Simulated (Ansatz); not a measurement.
Take ZnAu in the CsCl type structure (space group Pm-3m, No. 221; a = 3.129 Å) as the base.

Levels (all Ansatz, a quantum-chemistry and plane-wave program, PAW): PBEsol (420 eV, no SOC); PBEsol+SOC (420 eV, spin-orbit coupling included).

The geometry is relaxed with PBEsol.

- PBEsol pressure = 0.0 GPa

What does PBEsol+SOC give at this geometry for the pressure?

The pressure goes from zero to -0.8 GPa.

Single points use the geometry relaxed with PBEsol. The spin-orbit shifts are approximate. Whether these cells are dynamically stable was not tested.
